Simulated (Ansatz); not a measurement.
The reference is ZrB2 (space group P6/mmm, No. 191; relaxed with 0.1 eV smearing).

```
ZrB2
1.0
    3.15522     0.00000     0.00000
   -1.57761     2.73250     0.00000
    0.00000     0.00000     3.50621
Zr B
1 2
Direct
  0.00000   0.00000   0.00000
  0.66667   0.33333   0.50000
  0.33333   0.66667   0.50000
```

Calculations: Kohn–Sham DFT with the PBEsol functional, run in Ansatz (a quantum-chemistry and plane-wave program) with PAW and 420 eV plane waves, without spin-orbit coupling.

Base values:

| Item | Result |
|---|---|
| Pressure | 0.0 GPa |
| Band gap | zero |

Modification: the cell is scaled by 1.0150 in all directions; the atoms relax in the strained cell.

Problem. Estimate the effect on the pressure.

Solution. The pressure (mean of the normal stresses, compression positive) goes from zero to -10.3 GPa.

Problem. What does the calculation give for the energy relative to the base after the change?

Solution. The energy rises by 15 meV/atom.

Problem. Predict the new band gap.

Solution. The band gap is still zero.

Whether these cells are dynamically stable was not tested. All final runs are without spin polarisation.
